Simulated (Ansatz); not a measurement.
# Migration barriers: N vacancy in wurtzite AlN strained by +1.5 % along x and y, z held, charge state +1

Defect migration in wurtzite AlN strained by +1.5 % along x and y, z held: N vacancy, charge state +1. Calculation: PBE, PAW (plane waves to 420 eV; Ansatz, a quantum-chemistry and plane-wave program).

Cell of 72 host sites held at the strained lattice (strain from the relaxed PBE one, atoms relaxed); a 2×2×2 k-point mesh shifted by half a step along c; Fermi-Dirac width 0.01 eV, spin-restricted; finite-size errors left in. Static, classical nuclei. The charge state is imposed; whether it is stable for some Fermi level was not computed. Forms of the defect that were not tried may lie lower.

```csv
Route,Start site over the lowest site run (eV),Hop (Å),Forward barrier (eV),Backward barrier (eV),Neighbours at the start,Neighbours at the saddle,Saddle order
one N atom jumps into the vacancy from a nearby N site,0.00,3.17,4.26,4.26,"Al at 1.90, 3 Al at 1.93 Å","Al at 1.79, Al at 2.18, Al at 2.19, 2 Al at 2.27 Å","not checked, on a symmetry element"
one N atom jumps into the vacancy from a nearby N site,0.00,3.09,4.32,4.32,"Al at 1.90, Al at 1.92, 2 Al at 1.94 Å","Al at 1.76, Al at 1.85 Å","not checked, on a symmetry element"
```

Paths come from climbing-image nudged elastic band runs. Of the routes that converged and passed our checks, the lowest saddle point lies 4.26 eV above the lowest of the sites run (one N atom jumps into the vacancy from a nearby N site); other sites, such as split forms, and other routes may lie lower. A band can be held on a symmetry element, so unchecked saddle points there may be too high.

The whole set of runs took roughly 2.3 core-hours.
